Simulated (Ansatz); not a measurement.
Surface energy of faces of hcp Sc in PBE and in RPBE, in Ansatz (plane waves, PAW). Symmetric slabs relaxed with PBE from ideal cuts in 1x1 cells (the lowest computed cut and spin start of each face; real faces may reconstruct in larger cells); RPBE values are single points on them, with the bulk at the same level. No spin-orbit coupling, no U.

| face | PBE (J/m²) | RPBE (J/m²) |
|---|---|---|
| (0001) | 1.26 | 1.18 |
| (10-10) | 1.20 | 1.12 |
| (10-11) | 1.22 | 1.14 |
| (10-12) | 1.24 | 1.14 |
| (10-13) | 1.30 | ? |
| (11-20) | 1.26 | 1.15 |
| (11-21) | 1.38 | 1.28 |
| (11-22) | 1.34 | 1.25 |
| (20-21) | 1.23 | 1.15 |

Fit a straight line y = a·x + b by least squares to the 8 complete rows (x: PBE (J/m²); y: RPBE (J/m²)).

the means are x̄ = 1.2662 and ȳ = 1.1763; Σ(x − x̄)² = 0.026987 and Σ(x − x̄)(y − ȳ) = 0.024688, so a = 0.915 and b = ȳ − a·x̄ = 0.018. The largest residual is 0.021.

What does the line predict for the withheld row, (10-13), and what did the calculation give?

the line gives 1.21; the calculation gave 1.20, a miss of -0.01, of the size of the fitted rows' scatter and rounding.

Ansatz is a quantum-chemistry and plane-wave program.
